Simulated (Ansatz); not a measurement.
Functionals compared on the (30-32) surface of hcp Cd in its 1x1 cell, outermost plane spacing 0.84 Å in the ideal cut, in Ansatz (plane waves, PAW). The structure was relaxed with PBE; the other rows are single points on it, each with its references at the same level. Cutoff 420 eV (500 eV for r2SCAN).

Set-up: 26 atoms, 10.1 Å thick at the start (thin: gaps and levels are the slab's own); mesh 12x3x1; 0.1 eV smearing; dipole correction on; all atoms relaxed; held to the start's symmetry, so lower structures may exist; no spin, no spin-orbit, no U. These notes are the PBE run's.

```tsv
functional	surface energy (J/m²)	work function of the top face (eV)	rough cost of the single point
PBE	0.34	3.90	–
LDA	0.61	4.24	around 9 core-minutes (rough)
PBEsol	0.53	4.00	roughly 9 core-minutes
RPBE	0.20	3.75	roughly 9 core-minutes
r2SCAN	0.47	3.95	roughly 19 core-minutes
```

Ansatz is a first-principles code.
